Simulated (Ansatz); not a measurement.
The parent structure is HgS in the zinc blende structure (space group F-43m, No. 216; a = 5.8759 Å).

The values are results of DFT with PBEsol, PAW potentials and a 420 eV plane-wave cutoff in Ansatz (a first-principles code), no spin-orbit coupling, not measurements.

Base values:

The pressure comes out as 0.0 GPa and the band gap is zero.

The change: an isotropic linear strain of −4.20 %; the atoms relax in the strained cell.

**Question.** Estimate the effect on the pressure.

**Answer.** The pressure goes from zero to 10.7 GPa.

**Question.** Estimate the effect on the energy relative to the base.

**Answer.** The energy grows by 90 meV/atom.

**Question.** Predict the new band gap.

**Answer.** The band gap remains zero.

A case with no gap was solved on a k-mesh chosen for an insulator, which is coarse for it. Spin-orbit coupling, missing from the scalar runs, can matter with Hg. Stability against distortions was not tested. All final runs are without spin polarisation. A zero or small gap of HgS can be the functional's error rather than a property of the material.
